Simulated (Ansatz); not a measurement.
Data:

```
LiC6
1.0
    4.30982     0.00000     0.00000
   -2.15491     3.73241     0.00000
    0.00000     0.00000     3.65380
Li C
1 6
Cartesian
  0.00000   0.00000   0.00000
 -0.71888   1.24514   1.82690
 -1.43602   2.48727   1.82690
  2.87205   0.00000   1.82690
  1.43777   0.00000   1.82690
  1.43602   2.48727   1.82690
  0.71888   1.24514   1.82690
```

Computed with PBEsol, DFPT electron-phonon coupling, linearised Boltzmann equation (plane waves, PAW, scalar-relativistic; Ansatz, a first-principles code). How the cell was made: relaxed with this functional, without spin-orbit coupling.

Task: Estimate the phonon-limited resistivity at 300 K, by direction if it differs.

Result: 2.5 (x), 2.5 (y), 18.9 (z) μΩ·cm.

Task: How long is the mean free path there?

Result: 40 (x), 40 (y), 30 (z) nm, weighted by the current that each state carries. Wires not much wider than this gain resistivity from their walls.

A metal at this level (no band gap). Only scattering by harmonic phonons is included (no impurities, grain boundaries, electron-electron scattering or thermal expansion). Spin-orbit coupling is left out. Halving the electron mesh (24x24x24) moves the resistivity by up to 3 % at 300 K, the mean free path by up to 1 %. Smearing 0.20 eV; phonons on a 4x4x4 q mesh, which this run doesn't test.

Computed structure with no diffraction record at hand here (it may be known, metastable or hypothetical): LiC6 (P6/mmm).
